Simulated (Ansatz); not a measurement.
# PbTe under a change: isotropic strain +5.08 %

Consider PbTe in the rock salt structure (space group Fm-3m, No. 225; a = 6.4420 Å).

The change: every lattice vector is stretched by 5.08 %; the atoms relax in the strained cell.

The values are results of plane-wave PAW DFT at the PBEsol level (Ansatz, a quantum-chemistry and plane-wave program, 420 eV), no SOC, not measurements. Settings: 9×9×9 k-points, 0.05 eV Fermi–Dirac smearing.

The volume per atom goes up by 5.356 Å³, from 33.42 Å³ to 38.77 Å³ and the space group stays Fm-3m (No. 225). The energy increases by 91 meV/atom and the pressure falls by 47.6 kbar (0.1 kbar → -47.5 kbar). The band gap increases by 0.25 eV to 0.90 eV and the gap character stays direct at L. The width of the top valence band falls by 0.806 eV (2.86 eV → 2.06 eV) and the electron mass becomes 0.34 mₑ along k, 0.11 mₑ across (at L) (base: 0.26 mₑ along k, 0.098 mₑ across (at L)). The hole mass changes from 0.38 mₑ along k, 0.073 mₑ across (at L) to 0.60 mₑ along k, 0.12 mₑ across (at L) and the valley order (the lowest conduction-band minima on the path, energy above the VBM, named in the base's zone) changes from L along ⟨111⟩ 0.65 eV; a point along ⟨110⟩, about 0.6 Å⁻¹ from Γ 1.25 eV; a point along ⟨100⟩, about 0.3 Å⁻¹ from Γ 1.70 eV to L along ⟨111⟩ 0.90 eV; a point along ⟨110⟩, about 0.6 Å⁻¹ from Γ 1.40 eV; a point along ⟨100⟩, about 0.3 Å⁻¹ from Γ 1.84 eV.

Spin-orbit coupling, missing from the scalar runs, can matter with Pb and Te. Effective masses come from finite differences of ±0.01 Å⁻¹. Along k means along the line from Γ to the band edge. No phonon test of stability was made.
